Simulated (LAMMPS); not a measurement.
MD of HgSe (zinc blende) at zero pressure, 4096 atoms, as a liquid; each row is its own run.

All values are model results, not measurements: classical MD, pair style sw, file CdTeZnSeHgS0.sw; code LAMMPS.

```
T (K)  D(Se) (cm²/s)
-----  -------------
840          1.13e-5
940          1.94e-5
1050         2.81e-5
1160         3.69e-5
1310         5.40e-5
1470         8.03e-5
1680        0.000111
```

### Question
Fit an Arrhenius law, ln y = a + b / x, to these rows (x is the first column, y the second) and predict the run at x = 1360.

### Answer
Least squares gives a = -6.8957 and b = -3769. The slope times kB gives an activation energy of 0.32 eV. At x = 1360 the fit predicts 6.33e-5 cm²/s. The run itself gave (6.53 ± 0.07) × 10^-5 cm²/s, so the fit is 3.1 % low.

Caution: a run this short can hold a crystal over, or a liquid under, the potential's own melting point, which these runs don't give.

Caution: the real compound melts congruently only under the pressure of its own vapour and loses its more volatile element when open.

Errors of D are the spread over four groups of atoms in one short run; a floor of about 5 %, a picked value, is safer.
